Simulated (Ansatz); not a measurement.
We consider SrTaNO2 (Pm, No. 6, 15 atoms in the cell; start mp-754505), described by PBEsol+SOC (Ansatz, a quantum-chemistry and plane-wave program, plane waves, PAW).

Settings: plane-wave cutoff 520 eV, 6×8×4 k mesh (along the axes of the cell as run), Fermi–Dirac smearing 0.01 eV, PAW data made under PBE.

Cell (relaxed with PBEsol):

```xyz
15
Lattice="5.7477 0.0000 0.0212 0.0000 3.9653 0.0000 -2.7857 0.0000 8.6075" Properties=species:S:1:pos:R:3 pbc="T T T"
Sr     3.0028     1.9827     5.8347
Sr     0.2039     1.9827     8.6524
Sr     0.0771     1.9827     2.8725
Ta     0.1052     0.0000     5.6798
Ta     0.0960     0.0000     0.0783
Ta     2.9489     0.0000     2.9798
N     -1.3391     0.0000     4.2627
N      1.5222     0.0000     4.3561
N      1.4419     0.0000     1.3934
O     -0.0237     1.9827     5.8833
O      2.8429     1.9827     8.5305
O      2.9609     1.9827     2.7596
O      1.3432     0.0000     7.2576
O     -1.5430     0.0000     7.0849
O      4.3095     0.0000     1.3828
```

Task: Predict the band gap.

Result: 
- band gap: 0.92 eV (on the SCF k mesh)

Note: cell and atoms aren't relaxed at this level (pressure -0.2 GPa).

Computing time: very roughly 12 core-minutes.

A start named mp-… is a Materials Project structure, which need not be a measured phase.
